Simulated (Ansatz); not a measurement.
# How far PBE and r2SCAN part for Ag

The reference is Ag in the fcc (Cu type) structure (space group Fm-3m, No. 225; a = 4.149 Å).

(Cell as relaxed with PBE.)

Levels (all Ansatz, an electronic-structure program, PAW, earlier PAW set): PBE (420 eV, scalar-relativistic without spin-orbit coupling); r2SCAN (500 eV, no spin-orbit coupling).

Each level relaxes its own structure.

```
quantity                  PBE  r2SCAN
-------------------  --------  ------
volume per atom      17.86 Å³       …
lattice parameter a   4.149 Å       …
band gap                 zero       …
```

Question: What does r2SCAN give?

Answer: 
- volume per atom, r2SCAN: 17.30 Å³
- lattice parameter a, r2SCAN: 4.106 Å
- band gap, r2SCAN: zero

PBE's volume per atom lies 0.56 Å³ above r2SCAN's (3.2 %); PBE's lattice parameter a lies 0.0437 Å above r2SCAN's (1.1 %); the two agree on the band gap. Neither level is exact; r2SCAN is the comparison here, not a measurement.

Stability against distortions was not tested.
